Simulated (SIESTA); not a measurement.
A self-consistent single point of ZrN (P6_3/mmc, 4 atoms in the cell) with SIESTA.

Method of the run: SIESTA with GGA PBEsol, numerical atomic orbitals DZP, PseudoDojo PBEsol standard norm-conserving potentials (rewritten from UPF to PSML).

```yaml
crystal:
  lattice:
    - [3.21663, 0.00000, 0.00000]
    - [-1.60831, 2.78568, 0.00000]
    - [0.00000, 0.00000, 5.70940]
  atoms:
    - { symbol: Zr, position: [0.00000, 0.00000, 0.00000] }
    - { symbol: Zr, position: [0.00000, 0.00000, 0.50000] }
    - { symbol: N, position: [0.66667, 0.33333, 0.75000] }
    - { symbol: N, position: [0.33333, 0.66667, 0.25000] }
```

Reference input (self-consistent single point, DFT, LDA PW92, numerical atomic orbitals DZP, PseudoDojo LDA standard norm-conserving potentials (rewritten from UPF to PSML)): XC.functional = LDA; XC.authors = PW92; potentials = PseudoDojo LDA standard; PAO.BasisSize = DZP; PAO.EnergyShift = 0.005 Ry; MeshCutoff = 300 Ry; kgrid.MonkhorstPack = 10 10 5; OccupationFunction = FD; ElectronicTemperature = 0.1 eV; MaxSCFIterations = 150; SCF.Mixer.Method = Pulay; SCF.Mixer.Weight = 0.2. This run's input differs from it in these lines:

```diff
@@ -1,2 +1,2 @@
-# files in the folder: Zr.psml N.psml (PseudoDojo LDA standard)
+# files in the folder: Zr.psml N.psml (PseudoDojo PBEsol standard)
 SystemName  ZrN
@@ -24,4 +24,4 @@
 
-XC.functional                LDA
-XC.authors                   PW92
+XC.functional                GGA
+XC.authors                   PBEsol
 PAO.BasisSize                DZP
```

Output (repeated stretches shortened):

```
        iscf     Eharris(eV)        E_KS(eV)     FreeEng(eV)     dDmax    Ef(eV) dHmax(eV)
   scf:    1    -3278.005826    -3313.485885    -3313.529389  1.743092 -5.330649  9.182859
   scf:    2    -3324.457801    -3320.362134    -3320.409251  0.105587 -5.570225  2.450483
   scf:    3    -3321.125065    -3321.014107    -3321.065457  0.104194 -5.710839  0.436988
   scf:    4    -3321.001779    -3321.022903    -3321.075548  0.034564 -5.788261  0.404344
   scf:    5    -3321.006205    -3321.031115    -3321.085187  0.036301 -5.836069  0.255132
   scf:    6    -3321.040219    -3321.038592    -3321.092314  0.013578 -5.816238  0.016100
   scf:    7    -3321.038062    -3321.038412    -3321.092227  0.002599 -5.818963  0.033162
   scf:    8    -3321.038673    -3321.038583    -3321.092338  0.001445 -5.817156  0.000196
   scf:    9    -3321.038581    -3321.038582    -3321.092338  0.000049 -5.817225  0.000915
SCF Convergence by DM+H criterion
max |DM_out - DM_in|         :     0.0000488284
max |H_out - H_in|      (eV) :     0.0009148998
SCF cycle converged after 9 iterations

Using DM_out to compute the final energy and forces

siesta: E_KS(eV) =            -3321.0386

siesta: E_KS - E_eggbox =     -3321.0386

siesta: Atomic forces (eV/Ang):
     1   -0.000000    0.000000   -0.000000
     2   -0.000000    0.000000   -0.000000
     3   -0.000117    0.000067    0.000000
     4    0.000117   -0.000067   -0.000000
   Tot   -0.000000    0.000000   -0.000000
   Max    0.000117
   Res    0.000055    sqrt( Sum f_i^2 / 3N )
   Max    0.000117    constrained

Stress tensor Voigt[x,y,z,yz,xz,xy] (kbar):       69.90       69.94       48.27       -0.00       -0.00        0.03
(Free)E + p*V (eV/cell)    -3323.0945
   [... lines left out ...]
siesta: FreeEng =     -3321.092338
siesta: Cell volume =         51.159144 Ang**3
siesta:         -62.70170884        -62.69909520  kBar
   [... lines left out ...]
              0.015   0.012   0.023   0.012   0.015
   4  5.994   1.867  -0.128   1.600   1.631   1.600  -0.205  -0.244  -0.205
              0.015   0.012   0.023   0.012   0.015

mulliken: Qtot =       34.000

Mulliken Atomic Populations:
Atom #   charge [q] valence [e]  Species
     1     0.993991   11.006009  Zr
     2     0.993991   11.006009  Zr
     3    -0.993991    5.993991  N
     4    -0.993991    5.993991  N
 Total     0.000000
```

The run converged in 9 iterations. Against the reference run the pressure goes from -10.48 to -6.27 GPa.

The starting cell comes from a database of computed structures (which also holds hypothetical and non-ambient phases and stackings), without a prior relaxation at this level. Values carry the incompleteness of an atom-centred basis. With a pressure of about -6 GPa the cell is away from its equilibrium volume at this level.

Cost on one core of a shared machine: roughly 40 s.
